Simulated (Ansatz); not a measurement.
Worked example: self-consistent single point of Nb₂PC (P3m1, 8 atoms in the cell) in Ansatz (a quantum-chemistry and plane-wave program).

Method of the run: PBEsol, default PAW files made with PBE (plane waves; Ansatz).

```xyz
8
Lattice="3.3303 0.0000 0.0000 -1.6651 2.8841 0.0000 0.0000 0.0000 11.6201" Properties=species:S:1:pos:R:3 pbc="T T T"
Nb     0.0000     1.9227     4.6984
Nb     1.6651     0.9614     6.9717
Nb     1.6651     0.9614    10.4585
Nb     0.0000     1.9227     1.1617
P      1.6651     0.9614     2.9050
P      0.0000     1.9227     8.7151
C      0.0000     0.0000     5.8101
C      0.0000     0.0000     0.0000
```

Reference input (self-consistent single point, DFT, PBEsol, plane waves, default PAW files made with PBE): basis.ecutwfc = 420 eV; kpoints.mp_grid.grid = 11 11 3; hamiltonian.xc = pbesol; hamiltonian.pseudopotentials = {kind: paw} (the program's default PAW files); scf.occupations.method = gaussian; scf.occupations.width = 0.1 eV. This run's input differs from it in these lines:

Ansatz 0.2 input:
```diff
@@ -19,3 +19,3 @@
   mp_grid:
-    grid: [11, 11, 3]
+    grid: [18, 18, 5]
 hamiltonian:
@@ -26,4 +26,4 @@
   occupations:
-    method: gaussian
-    width: 0.1
+    method: cold
+    width: 0.2
 output:
```

Output (repeated stretches shortened):

```
SCF iter   1: F=—  HF=-19962.214121 eV  |F-HF|=—  |Δ(HF+E_count)|=         —  Δρ=7.29e-3  dr2=6.59e-2  ethr=1.77e-3  ⟨swp⟩=5.3  Hψ=27954  notcnv=0
all-band conjugate gradients solve this SCF's bands
preconditioner: auto → Kerker (q_TF=auto, 2.524 Å⁻¹)
SCF iter   2: F=—  HF=-19962.200452 eV  |F-HF|=—  |Δ(HF+E_count)|=   1.37e-2  S|Δr|=    0.00e0  Δρ=2.86e-3  dr2=7.26e-3  ethr=9.41e-5  ⟨swp⟩=2.0  Hψ=10234  notcnv=0
   [... lines left out ...]
SCF iter   6: F=—  HF=-19962.199275 eV  |F-HF|=—  |Δ(HF+E_count)|=   9.36e-7  S|Δr|=    0.00e0  Δρ=2.03e-5  dr2=7.54e-7  ethr=1.69e-8  ⟨swp⟩=2.2  Hψ=8477  notcnv=0
SCF iter   7: F=—  HF=-19962.199275 eV  |F-HF|=—  |Δ(HF+E_count)|=   9.66e-8  S|Δr|=    0.00e0  Δρ=4.46e-6  dr2=1.34e-7  ethr=1.43e-10  ⟨swp⟩=8.7  Hψ=26687  notcnv=0
SCF iter   8: F=-19962.199275 eV  HF=-19962.199275 eV  |F-HF|=4.90e-9  |Δ(HF+E_count)|=   8.81e-9  S|Δr|=    0.00e0  Δρ=1.55e-6  dr2=6.42e-9  ethr=1.43e-10  ⟨swp⟩=3.6  Hψ=19033  notcnv=0
SCF 1 converged in 8 iterations: F = -19962.199275 eV  dr2 = 6.42e-9
Stability not checked (fill_not_monotonic)
Free energy (F): -19962.199275 eV
Internal energy: -19962.198067 eV  (E = F + TS)
E sigma→0 (E₀):  -19962.198873 eV
Entropy (-TS):   -0.001208 eV (-0.151 meV/atom)
Fermi energy:    16.264526 eV
--- Forces (eV/Å), atoms counted from 1 ---
  atom   1  Nb     0.00000000     0.00000000    -0.48697862
  atom   2  Nb     0.00000000    -0.00000000     0.02842486
  atom   3  Nb     0.00000000    -0.00000000     0.31249362
  atom   4  Nb    -0.00000000     0.00000000    -0.21954422
   [... lines left out ...]
  atom   8  C     -0.00000000     0.00000000    -0.00828125
--- Stress (GPa, compression-positive) ---
      -10.306106       0.000000       0.000000
        0.000000     -10.306106      -0.000000
        0.000000      -0.000000      -8.959225
  P = ⅓ Tr σ = -9.8571 GPa (-98.571 kbar)
  The stress holds the Pulay correction. Without it, at fixed plane waves, as pw.x and ABINIT print it: P = -9.9586 GPa
```

The run converged in 8 iterations. Against the reference run the free energy hardly moves (within 1 meV/atom), the pressure hardly changes (-9.82 to -9.86 GPa) and the largest force goes from 0.441 to 0.487 eV/Å.

The starting cell comes from a database of computed structures (which also holds hypothetical and non-ambient phases and stackings), without a prior relaxation at this level. Its lattice was rescaled by up to half a per cent. One atom was moved a little off its site on purpose. Spin polarisation is off. With a pressure of about -10 GPa the cell is away from its equilibrium volume at this level. Ansatz's pressure includes its estimate of the finite-basis (Pulay) stress.

Cost on one core of a shared machine: roughly 60 s.
